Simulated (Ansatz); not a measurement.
Consider SiC in the zinc blende structure (space group F-43m, No. 216; a = 4.3563 Å). Axes: x, y, z lie along the cube axes.

Calculations: DFT with r2SCAN, PAW potentials and a 500 eV plane-wave cutoff in Ansatz (a program for electronic structure), without spin-orbit coupling.

Before the change:

```
Item                                 Value
---------------------  -------------------
Valence-band top at Γ  0.00, 0.00, 0.00 eV
Band gap                           1.71 eV
```

The change: the cell is compressed by 5.14 % along x with no lateral relaxation, atoms relaxed at fixed cell.

Question: Estimate the effect on the valence-band top at Γ.

Answer: The valence-band top at Γ (three highest levels, from the VBM) changes from 0.00, 0.00, 0.00 eV to 0.00, -0.35, -0.35 eV.

Question: What happens to the band gap?

Answer: The band gap decreases by 0.597 eV to 1.12 eV.

Question: What does the calculation give for the energy relative to the base after the change?

Answer: The energy increases by 36 meV/atom.

The cells carry an imposed strain or load. Whether these cells are dynamically stable was not tested.
